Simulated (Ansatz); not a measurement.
## W: energy against volume

W (bcc, Im-3m, 16.136 Å³/atom and stress up to 0.01 GPa in the relaxed cell, cube axes along x, y and z) under an equal strain ε along all three axes. PBE in Ansatz, a plane-wave DFT program (PAW, default set), 420 eV, 29×29×29 Γ-centred mesh, Fermi-Dirac smearing 0.10 eV.

Here V stands for volume and E for E less E0.

```csv
volume (Å³/atom),E less E0 (meV/atom),pressure (GPa)
14.7273,?,?
15.1875,58.35,20.81
15.4211,32.27,15.08
15.6571,14.09,9.72
15.8956,3.45,4.70
16.1364,0.00,0.00
16.3797,3.41,-4.39
16.6254,13.36,-8.49
16.8735,29.55,-12.31
17.1241,51.68,-15.87
```

Using the third-order Birch-Murnaghan form, a cubic in V^(-2/3), estimate the missing E at V = 14.7273 from the other rows, showing the fit.

With u = V^(-2/3) - 0.157, the rows have u = 0.006058, 0.004407, 0.002781, 0.001179, -0.000399, -0.001953, -0.003485, -0.004993, -0.006480. Least squares gives E = 0.213 + 1093.5·u + 1399204·u² + 731733·u³. Residuals (row less fit): 0.000, 0.000, -0.001, 0.002, 0.001, 0.001, -0.005, 0.006, -0.001; standard error 0.004 (degrees of freedom: 5). Its minimum lies at u = -0.000391, so V0 = (0.156609)^(-3/2) = 16.14. There d²E/du² = 2797000 and d³E/du³ = 4390000, so B0 = (4/9) × 16.14^(-7/3) × 2797000 × 0.160218 = 303 GPa (the last factor turns the table's units into GPa), and B0' = 4 + (2/3) × 0.156609 × (4390000)/2797000 = 4.2. B0' rests on the cubic coefficient alone and has a standard error of 0.1 from these residuals. At the withheld row, u = 0.009438, so E = 0.213 + 1093.5 × 0.009438 + 1399204 × 0.009438² + 731733 × 0.009438³ = 135.784 meV/atom. The calculation gives 135.70 meV/atom, 0.084 meV/atom below the prediction (0.1 % of the range of E in the table). The row lies outside the fitted rows, so this is an extrapolation. The scatter of the fitted rows lies at the last printed digit.

In a metal these values are sensitive to mesh and smearing; energies are taken to zero smearing, stresses follow the free energy. Spin-orbit coupling is left out, which can shift these values for the heavy elements here. Other structures, which can take over under pressure, weren't tried. The same form fitted to the pressure column gives B0' = 4.2; series where the two differ by over 0.4 aren't shown. Rows are the converged runs of the series near zero and its far end, less any whose ions stayed unrelaxed beside relaxed ones; series whose fitted rows scatter by over a few per cent of the range, as at a crossing or softening among them, aren't shown in this form.
